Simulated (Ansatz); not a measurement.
**NdC2 (I4/mmm, No. 139)**

Method: r²SCAN (Ansatz, a quantum-chemistry and plane-wave program, plane waves, PAW).

Numerical settings: plane-wave cutoff 500 eV, 14×14×14 k mesh, Fermi–Dirac smearing 0.05 eV, spin-polarised start, scalar-relativistic PAW data made under PBE.

Cell (relaxed at this level):

```
NdC2
1.0
   -1.92442     1.92442     3.20696
    1.92442    -1.92442     3.20696
    1.92442     1.92442    -3.20696
Nd C
1 2
Direct
  0.00000   0.00000   0.00000
  0.39975   0.39975   0.00000
  0.60025   0.60025   0.00000
```

| Property | Value |
|---|---|
| equilibrium volume per atom | 15.84 Å³/atom |
| lattice constant a | 3.849 Å |
| c axis length | 6.414 Å |

Note: the magnetic order was assumed, not searched for or taken from measurement; the 4f shell is treated without U or exact exchange, so its levels and filling can be wrong.

Spin–orbit coupling is not included.

Static lattice: no zero-point or thermal effects.

It cost about 7 core-minutes (a rough figure) of CPU time.
